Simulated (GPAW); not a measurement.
**Input and output of a self-consistent single point for V6FeNi (Pm-3, 8 atoms in the cell) (GPAW)**

Method: PBEsol, GPAW PAW datasets PBEsol (made by gpaw-setup) (plane waves; GPAW 25.7.0).

Input:

```python
from ase import Atoms
from ase.units import GPa
from gpaw import GPAW, PW, FermiDirac

atoms = Atoms(['V', 'V', 'V', 'V', 'V', 'V', 'Fe', 'Ni'],
              cell=[[4.629720, 0.000000, 0.000000],
                    [0.000000, 4.629720, 0.000000],
                    [0.000000, 0.000000, 4.629720]],
              positions=[[0.000000, 2.314860, 3.462614],
                         [0.000000, 2.314860, 1.167106],
                         [3.462614, 0.000000, 2.314860],
                         [1.167106, 0.000000, 2.314860],
                         [2.314860, 3.462614, 0.000000],
                         [2.314860, 1.167106, 0.000000],
                         [2.314860, 2.314860, 2.314860],
                         [0.000000, 0.000000, 0.000000]],
              pbc=True)

calc = GPAW(mode=PW(800),
            xc='PBEsol',
            kpts=(5, 5, 5),
            occupations=FermiDirac(0.1),
            nbands=-12,
            symmetry={'symmorphic': False, 'tolerance': 0.0005},
            maxiter=100,
            txt='-')

atoms.calc = calc

energy = atoms.get_potential_energy()
print('Energy (eV):', round(energy, 6))
forces = atoms.get_forces()
print('Forces (eV/Ang):')
print(forces.round(5))
stress = atoms.get_stress()
print('Stress (GPa, Voigt):', (stress / GPa).round(4))
```

Log, with long lists cut:

```
Input parameters:
  kpts: [5 5 5]
  maxiter: 100
  mode: {ecut: 800.0,
         name: pw}
  nbands: -12
  occupations: {fixmagmom: False,
                name: fermi-dirac,
                width: 0.1}
  symmetry: {symmorphic: False,
             tolerance: 0.0005}
  xc: PBEsol

species:
  V:
    name: Vanadium
    Z: 23.0
    valence: 13
    core: 10
    charge: 0.0
    file: V.PBEsol.gz

    # Using partial waves for V as LCAO basis

  Fe:
    name: Iron
    Z: 26.0
    valence: 8
    core: 18
    charge: 0.0
    file: Fe.PBEsol.gz

    # Using partial waves for Fe as LCAO basis

  Ni:
    name: Nickel
    Z: 28.0
    valence: 16
    core: 12
    charge: 0.0
    file: Ni.PBEsol.gz

    # Using partial waves for Ni as LCAO basis

Reference energy: -230676.169677  # eV

Spin-paired calculation

Convergence criteria:
 Maximum [total energy] change in last 3 cyles: 0.0005 eV / valence electron
 Maximum integral of absolute [dens]ity change: 0.0001 electrons / valence electron
 Maximum integral of absolute [eigenst]ate change: 4e-08 eV^2 / valence electron
 Maximum number of scf [iter]ations: 100

Symmetries present (total): 24
Symmetries with fractional translations: 0
125 k-points: 5 x 5 x 5 Monkhorst-Pack grid
11 k-points in the irreducible part of the Brillouin zone
       k-points in crystal coordinates                weights
   0:     0.00000000    0.00000000    0.00000000          1/125
   1:     0.20000000    0.00000000    0.00000000          6/125
   2:     0.20000000    0.20000000    0.00000000         12/125
   [... 8 lines left out ...]

Wave functions: Plane wave expansion
  Cutoff energy: 800.000 eV
  Number of coefficients (min, max): 5061, 5137
  Pulay-stress correction: 0.000000 eV/Ang^3 (de/decut=0.000000)

Occupation numbers: Fermi-Dirac:
  width: 0.1000  # eV

Eigensolver

Densities:
  Coarse grid: 32*32*32 grid
  Fine grid: 64*64*64 grid
  Total Charge: 0.000000

Density mixing:
  Method: separate
  Backend: pulay
  Linear mixing parameter: 0.05
  old densities: 5
  Damping of long wavelength oscillations: 50

Hamiltonian:
  XC and Coulomb potentials evaluated on a 64*64*64 grid
  External potential:
    NoExternalPotential

XC parameters: PBEsol with 2 nearest neighbor stencil

Number of atoms: 8
Number of atomic orbitals: 99
Number of bands in calculation: 63
Number of valence electrons: 102
Bands to converge: occupied

Density initialized from atomic densities
  63 bands from LCAO basis set

Atomic positions and initial magnetic moments

Positions:
   0 V      0.000000    2.314860    3.462614    ( 0.0000,  0.0000,  0.0000)
   1 V      0.000000    2.314860    1.167106    ( 0.0000,  0.0000,  0.0000)
   2 V      3.462614    0.000000    2.314860    ( 0.0000,  0.0000,  0.0000)
   3 V      1.167106    0.000000    2.314860    ( 0.0000,  0.0000,  0.0000)
   4 V      2.314860    3.462614    0.000000    ( 0.0000,  0.0000,  0.0000)
   5 V      2.314860    1.167106    0.000000    ( 0.0000,  0.0000,  0.0000)
   6 Fe     2.314860    2.314860    2.314860    ( 0.0000,  0.0000,  0.0000)
   7 Ni     0.000000    0.000000    0.000000    ( 0.0000,  0.0000,  0.0000)

Unit cell:
           periodic     x           y           z      points  spacing
  1. axis:    yes    4.629720    0.000000    0.000000    32     0.1447
  2. axis:    yes    0.000000    4.629720    0.000000    32     0.1447
  3. axis:    yes    0.000000    0.000000    4.629720    32     0.1447

  Lengths:   4.629720   4.629720   4.629720
  Angles:   90.000000  90.000000  90.000000

Effective grid spacing dv^(1/3) = 0.1447

     iter     time        total  log10-change:
                         energy   eigst   dens
iter:   1 --:--:--   -76.321490
iter:   2 --:--:--   -75.986915   -0.11  -1.43
iter:   3 --:--:--   -75.622116   -0.79  -1.44
iter:   4 --:--:--   -74.567368   -0.22  -1.46
iter:   5 --:--:--   -74.192019   -1.35  -1.80
iter:   6 --:--:--   -76.399543   -0.75  -1.88
iter:   7 --:--:--   -74.679126   -0.36  -1.57
iter:   8 --:--:--   -74.047316   -1.68  -1.90
iter:   9 --:--:--   -74.046356   -2.78  -2.57
iter:  10 --:--:--   -74.099153   -2.09  -2.54
iter:  11 --:--:--   -74.062753   -2.21  -2.40
iter:  12 --:--:--   -74.058699c  -3.47  -2.95
iter:  13 --:--:--   -74.056165c  -3.59  -3.08
iter:  14 --:--:--   -74.056198c  -4.23  -3.41
iter:  15 --:--:--   -74.058325c  -3.50  -3.30
iter:  16 --:--:--   -74.056854c  -4.61  -2.98
iter:  17 --:--:--   -74.059393c  -4.00  -3.09
iter:  18 --:--:--   -74.057740c  -4.79  -2.91
iter:  19 --:--:--   -74.056160c  -3.83  -3.00
iter:  20 --:--:--   -74.056185c  -4.19  -3.35
iter:  21 --:--:--   -74.056320c  -4.50  -3.68
iter:  22 --:--:--   -74.056363c  -4.99  -4.04c
iter:  23 --:--:--   -74.056221c  -5.55  -4.12c
iter:  24 --:--:--   -74.056236c  -6.45  -4.63c
iter:  25 --:--:--   -74.056246c  -6.72  -4.73c
iter:  26 --:--:--   -74.056240c  -7.23  -4.82c
iter:  27 --:--:--   -74.056247c  -7.18  -4.91c
iter:  28 --:--:--   -74.056252c  -7.42c -5.27c

Converged after 28 iterations.

Dipole moment: (-0.000000, -0.000000, -0.000000) |e|*Ang

Energy contributions relative to reference atoms: (reference = -230676.169677)

Kinetic:        -17.993924
Potential:      +13.784437
External:        +0.000000
XC:             -70.762636
Entropy (-ST):   -0.248035
Local:           +1.039888
SIC:             +0.000000
--------------------------
Free energy:    -74.180270
Extrapolated:   -74.056252

Showing only first 2 kpts
 Kpt  Band  Eigenvalues  Occupancy
  0    49      8.86616    1.99996
  0    50      9.11362    1.99954
  0    51      9.11362    1.99954
  0    52     10.43416    0.01574

  1    49      9.21007    1.99878
  1    50      9.32432    1.99619
  1    51      9.35183    1.99499
  1    52     10.29958    0.05916

Fermi level: 9.95052

No gap
No difference between direct/indirect transitions
Energy (eV): -74.056252

Forces in eV/Ang:
  0 V     0.00000    0.00000   -0.00268
  1 V     0.00000    0.00000    0.00268
  2 V    -0.00268    0.00000    0.00000
  3 V     0.00268    0.00000    0.00000
  4 V     0.00000   -0.00268    0.00000
  5 V     0.00000    0.00268    0.00000
  6 Fe    0.00000    0.00000    0.00000
  7 Ni   -0.00000   -0.00000   -0.00000

Stress tensor:
     0.014339     0.000000     0.000000
     0.000000     0.014339     0.000000
     0.000000     0.000000     0.014339
Stress (GPa, Voigt): [2.2973 2.2973 2.2973 0.     0.     0.    ]
```

The run converged in 28 iterations. GPAW prints stress with tension positive.

The starting cell comes from a database of computed structures (which also holds hypothetical and non-ambient phases and stackings), without a prior relaxation at this level. Spin polarisation is off.

Cost on one core of a shared machine: roughly 2 min.
